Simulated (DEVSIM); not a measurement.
System: abrupt CdTe n-p junction, at 300 K.

| layer (left to right) | material | thickness (μm) | Nd (cm⁻³) | Na (cm⁻³) | τn (s) | τp (s) |
|---|---|---|---|---|---|---|
| 1 | CdTe | 2.40 | 1.3e16 | - | 2.9e-9 | 2.9e-9 |
| 2 | CdTe | 26.0 | - | 2.2e14 | 2.9e-9 | 2.9e-9 |

Left contact: ohmic. Right contact: ohmic. Voltage is applied to the left contact. Recombination: SRH at mid-gap, radiative. Mobility is constant in doping. Where it depends on doping, it is μmin + (μ − μmin)/(1 + (N/Nref)^α).

Constants are typed, rounded textbook-type inputs, not results; the design itself was drawn at random and stands for no fabricated device. Values at 300 K; Nc and Nv go as T^1.5, mobilities as T to minus their exponent, the gap by Varshni's rule with the affinity fixed. The table also holds parameters that only a changed run uses.

| parameter | CdTe |
|---|---|
| gap (eV) | 1.5 |
| affinity (eV) | 4.28 |
| permittivity | 10.2 |
| Nc (cm⁻³) | 8e17 |
| Nv (cm⁻³) | 1.8e19 |
| μn (cm²/Vs) | 1000 |
| μp (cm²/Vs) | 80 |
| μn,min | 100 |
| μp,min | 10 |
| Nref,n | 1e17 |
| Nref,p | 1e17 |
| αn | 0.6 |
| αp | 0.6 |
| T exponent of μn | 1.7 |
| T exponent of μp | 1.5 |
| B (cm³/s) | 1e-10 |
| Cn (cm⁶/s) | 1e-30 |
| Cp (cm⁶/s) | 1e-30 |
| Varshni α (eV/K) | 0.00031 |
| Varshni β (K) | 108 |

Simulated with DEVSIM: 1D drift-diffusion, Boltzmann statistics, complete ionisation; no tunnelling, impact ionisation, image-force lowering or self-heating.

Base results: dark forward voltage at 1 A/cm² (V) 1.625; largest field in the device at zero bias (V/cm) 10000; potential step across the device at zero bias (V) 1.101.

**Question.** What follows from this one change: doping Nd of layer 1 1.3e+16 → 3.9e+14 cm^-3?

**Answer.** dark forward voltage at 1 A/cm² 1.625 → 1.645 V; largest field in the device at zero bias 10000 → 6900 V/cm; potential step across the device at zero bias 1.101 → 1.010 V.

**Question.** What follows from this one change: temperature 300 → 400 K?

**Answer.** dark forward voltage at 1 A/cm² 1.625 → 1.767 V; largest field in the device at zero bias little changed (10000 V/cm); potential step across the device at zero bias 1.101 → 0.909 V.

**Question.** What follows from this one change: doping-dependent mobility in place of the constant one?

**Answer.** dark forward voltage at 1 A/cm² 1.625 → 1.641 V; largest field in the device at zero bias little changed (10000 V/cm); potential step across the device at zero bias little changed (1.101 V).
